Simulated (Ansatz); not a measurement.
**IrO2: pressure 10 GPa**

Take IrO2 in the rutile structure (space group P4_2/mnm, No. 136; a = 4.4719 Å, c = 3.1538 Å) as the base.

Perturbation: cell and atoms relaxed at a pressure of 10 GPa.

Level of theory: Ansatz (an electronic-structure program), PBEsol, PAW, cutoff 420 eV, scalar-relativistic without spin-orbit coupling, earlier PAW set. Settings: 11×11×15 k-points, 0.05 eV Fermi–Dirac smearing.

```csv
quantity,base,changed,shift
volume per atom,10.51 Å³,10.18 Å³,-0.33 Å³
density,11.81 g/cm³,12.19 g/cm³,+0.38 g/cm³
lattice parameter a,4.472 Å,4.413 Å,-0.059 Å
c/a ratio,0.705,0.711,+0.006
shortest interatomic distance,1.953 Å,1.930 Å,-0.023 Å
enthalpy H = E + PV relative to the base's energy,–,+0.65 eV/atom,–
band gap,zero,zero,–
```

Final structure:

```
CELL_PARAMETERS angstrom
      4.41265     0.00000     0.00000
      0.00000     4.41265     0.00000
      0.00000     0.00000     3.13726
ATOMIC_POSITIONS crystal
  Ir 0.00000 0.00000 0.00000
  Ir 0.50000 0.50000 0.50000
  O  0.30923 0.30923 0.00000
  O  0.80923 0.19077 0.50000
  O  0.19077 0.80923 0.50000
  O  0.69077 0.69077 0.00000
```

Cost of the whole job for the changed cell (relaxation, final SCF and bands): very roughly 100 core-seconds.

Load acts through the strain it causes; cell and atoms are relaxed under it. Whether these cells are dynamically stable was not tested. Competing high-pressure phases were not computed. No Hubbard U is applied, and correlation can decide whether such a compound is a metal. The final runs are not spin-polarised.
